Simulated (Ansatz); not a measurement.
# Carrier properties of ZnSe (R3m)

Input:

```xyz
2
Lattice="-0.0390 2.8134 2.8134 2.8134 -0.0390 2.8134 2.8134 2.8134 -0.0390" Properties=species:S:1:pos:R:3 pbc="T T T"
Zn    -0.0067    -0.0067    -0.0067
Se     1.4036     1.4036     1.4036
```

Calculation: PBE with spin-orbit coupling, rigid bands (plane waves, PAW; Ansatz, a quantum-chemistry and plane-wave program). Condition of this run: biaxial stress in (111) of -1.6 GPa (compression positive) (the target of the relaxation). Geometry: cell and atoms relaxed with PBEsol, then loaded as said.

| Item | Value |
|---|---|
| band gap | 1.12 eV |
| electron conductivity mass (300 K, dilute) | 0.105 mₑ |
| hole conductivity mass (300 K, dilute) | 0.52 mₑ |
| effective density of states N_c (300 K) | 8.0e17 cm⁻³ |
| effective density of states N_v (300 K) | 1.1e19 cm⁻³ |
| density-of-states mass, electrons | 0.101 mₑ |
| density-of-states mass, holes | 0.58 mₑ |
| Seebeck coefficient, n-type 1e19 cm⁻³, 300 K | -67 μV/K |
| Seebeck coefficient, p-type 1e19 cm⁻³, 300 K | 265 μV/K |

Rigid bands; masses and Seebeck coefficients take one relaxation time τ for all states and one kind of carrier; polarons and phonon drag are left out. Geometry: cell and atoms relaxed with PBEsol.
